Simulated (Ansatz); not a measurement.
# Point defect Al vacancy + 2 H in corundum

These are PBE, PAW (plane waves to 420 eV; Ansatz, a first-principles code) values and carry that method's errors. The supercell holds 120 host sites (2×2×1 repeats of the unit cell), with a 2×2×2 Γ-centred k-point sampling for the final energies. Sites at the start: the Al site; 2 H on the vacancy's neighbours. Charged cells carry a point-charge image correction with potential alignment at far atoms. Dielectric constants: PBE linear response of the host. Host gap at this level: 5.85 eV. These values are not converged in cell size to better than tenths of an eV. PBE underestimates the host's gap, which shifts levels and can delocalise carriers. Spin–orbit coupling is left out. Each state is the lowest found from its start.

Formation energies E_f are given with the Fermi level at the valence-band maximum. Chemical conditions: Al-rich (Δμ(Al) = 0.00 eV, Δμ(H) = -0.003 eV, bounded by AlH3 (R-3c); only phases computed here count, gases as isolated molecules at 0 K); O-rich (Δμ(Al) = -7.45 eV, Δμ(H) = -1.25 eV, bounded by H2O molecule; only phases computed here count, gases as isolated molecules at 0 K). Reference phases: Al: fcc Al, H: H2 molecule in a box.

```
charge         moment (μB)  point group  largest move off a lattice site (Å)  image correction with alignment (eV)  E_f, Al-rich (eV)  E_f, O-rich (eV)
------  ------------------  -----------  -----------------------------------  ------------------------------------  -----------------  ----------------
+1†     not spin-polarised            –                                 0.17                                 -0.04                  –                 –
0†                     1.0            –                                 0.17                                  0.00               6.58              1.63
−1      not spin-polarised           C1                                 0.20                                  0.30               7.18              2.23
```

† Not settled in this cell, so no level is given: charge +1: a level filled in part, carriers not clearly localised, level within 0.1 eV of a band edge or past it; charge 0: a level filled in part.

Point groups are those of the whole cell at tolerances of 0.03 and 0.1 Å ("near" where only the looser one holds); none is given for unsettled states.

Flagged in the runs: a host whose relaxation on this sampling wasn't shown to rest.
